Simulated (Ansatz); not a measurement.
The starting structures come from a database of crystals and need not be the phases stable at ambient conditions.

 Where the default PAW files enter, the runs use the earlier of Ansatz's two default sets.

Tunnelling through a barrier is set by its complex band structure: the current falls as exp(−2κd) with the smallest κ.

Here is the system:

```xyz
6
Lattice="3.8510 0.0000 0.0000 0.0000 6.7638 0.0000 1.9255 0.0000 3.3350" Properties=species:S:1:pos:R:3 pbc="T T T"
Ca     3.8510     5.5073     2.2234
Ca     1.9255     1.2565     1.1117
H      3.8510     1.0116     2.2234
H      1.9255     5.7522     1.1117
H      0.0000     0.0000     0.0000
Br     0.0000     3.3819     0.0000
```

Space group of this cell: P-3m1. The cell was relaxed by PBE-D3(BJ); by r2SCAN its mean pressure is 1.7 GPa.

Transport runs along the normal of the first two printed cell vectors, the (100) plane of the conventional cell.

The gap is the functional's own, uncorrected, and κ follows it; spin-orbit coupling is left out. Mid-gap values are interpolated between the computed energies.

Compute, with Ansatz (a first-principles code) with r2SCAN, the band gap and the smallest decay constant κ at mid-gap.

Gap 2.12 eV on a 10×6×10 mesh; κ = 0.163 1/Å, at (0.000, 0.500) of the in-plane reciprocal vectors. At the zone centre, at the nearest computed energy, the slowest state has κ = 0.28 1/Å.
